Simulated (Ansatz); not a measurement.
Surface energy of the (110) surface of silicon in its 1x1 cell, relaxed from an ideal cut (the real face may reconstruct), outermost plane spacing 1.93 Å in the ideal cut, worked from total energies, which count from the potentials' own zero.

These are PBE (plane waves to 420 eV, PAW; Ansatz, an electronic-structure program) values and carry that method's errors.

Set-up: 10 atoms, 7.7 Å thick at the start (thin: gaps and levels are the slab's own); mesh 7x5x1; 0.025 eV smearing; dipole correction on; all atoms relaxed; start symmetry kept, larger cells not searched; no spin (no spin-polarised run to compare, though such a face may carry moments), no spin-orbit, no U. The slab shows no gap on its mesh.

```csv
quantity,value
"slab, Si10",-6353.5642 eV
"bulk cell, Si2, on the slab's in-plane mesh",-1271.6186 eV
area of one face,21.157 Å²
```

What surface energy follows, as the mean over the slab's two faces?

the slab holds N = 5 bulk cells, so E(slab) − N·E(bulk) = 4.529 eV. Divided by 2A = 42.31 Å² this is 107.0 meV/Å², and with 1 eV/Å² = 16.02 J/m², γ = 1.71 J/m².
